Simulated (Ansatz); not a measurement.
Data:

```xyz
2
Lattice="0.0000 2.1004 2.1103 2.1004 0.0000 2.1103 2.1004 2.1004 0.0000" Properties=species:S:1:pos:R:3 pbc="T T T"
Mg     0.0000     0.0000     0.0000
O      2.1004     2.1004     2.1103
```

Computed with r2SCAN, rigid bands (plane waves, PAW, scalar-relativistic; Ansatz, a program for electronic structure). Condition of this run: uniaxial stress zz = -1 GPa (compression positive) (the target of the relaxation). Cell: cell and atoms relaxed with r2SCAN, then loaded as said.

Question: What conductivity effective mass do dilute electrons have at 300 K?

Answer: 0.37 mₑ.

Question: Predict the hole conductivity mass (n e² τ/σ) at 300 K, by direction if it differs.

Answer: 2.3 mₑ.

Question: And the band gap?

Answer: 5.66 eV at this level; semilocal functionals usually fall short of the measured gap.

Rigid bands, one relaxation time for all states, no polarons. Spin-orbit coupling is left out.
